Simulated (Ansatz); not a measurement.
The starting structures come from a database of crystals and need not be the phases stable at ambient conditions.

 Where the default PAW files enter, the runs use the earlier of Ansatz's two default sets.

Tunnelling through a barrier is set by its complex band structure: the current falls as exp(−2κd) with the smallest κ.

Consider the following.

```yaml
crystal:
  lattice:
    - [5.27877, 0.00000, 0.00000]
    - [0.00000, 7.46530, 0.00000]
    - [0.00000, 3.73265, 3.73265]
  atoms:
    - { symbol: Sn, position: [0.50000, 0.00000, 0.50000] }
    - { symbol: Sn, position: [0.00000, 0.50000, 0.00000] }
    - { symbol: Sn, position: [0.50000, 0.50000, 0.50000] }
    - { symbol: Sn, position: [0.00000, 0.00000, 0.00000] }
    - { symbol: O, position: [0.16110, 0.66110, 0.50000] }
    - { symbol: O, position: [0.83890, 0.33890, 0.50000] }
    - { symbol: O, position: [0.66110, 0.83890, 0.00000] }
    - { symbol: O, position: [0.33890, 0.16110, 0.00000] }
    - { symbol: O, position: [0.83890, 0.16110, 0.17780] }
    - { symbol: O, position: [0.16110, 0.83890, 0.82220] }
    - { symbol: O, position: [0.33890, 0.33890, 0.32220] }
    - { symbol: O, position: [0.66110, 0.66110, 0.67780] }
```

Space group of this cell: Pa-3. The cell is strained (all lengths scaled by 1.02); by r2SCAN its mean pressure is -18.7 GPa.

Transport runs along the normal of the first two printed cell vectors, the (110) plane of the conventional cell.

The gap is the functional's own, uncorrected, and κ follows it; spin-orbit coupling is left out. Mid-gap values are interpolated between the computed energies.

Q: State the band gap and the smallest decay constant κ at mid-gap according to Ansatz (a program for electronic structure) with r2SCAN.

A: Gap 0.54 eV on a 8×8×8 mesh; κ = 0.068 1/Å, at the zone centre.
